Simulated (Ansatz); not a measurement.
The structure below was relaxed with r2SCAN (Ansatz, an electronic-structure program; PAW; 500 eV plane waves; no spin-orbit coupling).

```yaml
crystal:
  lattice:
    - [4.55861, 0.00000, 0.00000]
    - [0.00000, 4.56001, 6.44695]
    - [0.00000, -4.56001, 6.44695]
  atoms:
    - { symbol: Sb, position: [0.50000, 0.12541, 0.62438] }
    - { symbol: Sb, position: [0.00000, 0.12603, 0.12603] }
    - { symbol: As, position: [0.00000, 0.62445, 0.62445] }
    - { symbol: Sb, position: [0.50000, 0.62438, 0.12541] }
    - { symbol: In, position: [0.00000, 0.50589, 0.98562] }
    - { symbol: In, position: [0.50000, 0.50831, 0.50831] }
    - { symbol: In, position: [0.50000, 0.99992, 0.99992] }
    - { symbol: In, position: [0.00000, 0.98562, 0.50589] }
```

Find the space group and the Wyckoff positions.

Space group Amm2 (No. 38); a = 4.559 Å, b = 9.120 Å, c = 12.894 Å, α = β = γ = 90.00°

| atom | site | symmetry | x | y | z |
|---|---|---|---|---|---|
| Sb | 4e | m.. | 0.5000 | 0.2495 | 0.3749 |
| Sb | 2a | mm2 | 0.0000 | 0.0000 | 0.1260 |
| As | 2a | mm2 | 0.0000 | 0.0000 | 0.6244 |
| In | 4d | m.. | 0.0000 | 0.2601 | 0.2458 |
| In | 2b | mm2 | 0.5000 | 0.5000 | 0.0083 |
| In | 2b | mm2 | 0.5000 | 0.5000 | 0.4999 |

Describe the coordination.

The crystal has 16 atoms in its conventional cell. Conventional cell: a = 4.5586 Å, b = 9.1200 Å, c = 12.8939 Å, α = β = γ = 90.00°. Sb1 has 4 In at 2.796–2.852 Å (tetrahedral). Sb2 is surrounded by 4 In at 2.800–2.830 Å (tetrahedral). As is surrounded by 4 In at 2.689–2.727 Å (tetrahedral). In1 is coordinated by 1 As at 2.689 Å and 3 Sb at 2.824–2.830 Å (tetrahedral). In2 sees 2 As at 2.727 Å and 2 Sb at 2.852 Å (tetrahedral). In3 is coordinated by 4 Sb at 2.796–2.800 Å (tetrahedral). (Neighbours: up to the widest gap in distance over summed covalent radii, below 1.35, at either atom; cation-cation and far metal-metal contacts left out.)

Each cell is one ordered arrangement of few atoms, which overstates ordering effects compared with a random alloy. Spin-orbit coupling, missing from the scalar runs, can matter with Sb. Stability against distortions was not tested. All final runs are without spin polarisation. The cell was made from InSb by this change: x(As) = 0.25, 8 atoms, Amm2.
